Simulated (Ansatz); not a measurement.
The reference is Si in the diamond structure (space group Fd-3m, No. 227; a = 5.4338 Å). Axes: x, y, z lie along the cube axes.

Method: PBEsol (Ansatz, an electronic-structure program; PAW; 420 eV plane waves; no spin-orbit coupling).

Before the change:

```
Property               Value
-------------------  -------
Smallest direct gap  2.52 eV
```

Perturbation: compressive biaxial strain of 0.19 % in the plane normal to [110], as in epitaxy on a mismatched substrate; the out-of-plane cell vector and the atoms relax.

Problem. How does this affect the out-of-plane strain, smallest direct gap, in-plane stress and energy relative to the base?

Solution. The out-of-plane strain is +0.10 %; the smallest direct gap falls by 0.02 eV, from 2.52 eV to 2.50 eV; the mean in-plane stress (compression positive) comes out as +0.4 GPa; the energy hardly moves.

Stability against distortions was not tested.
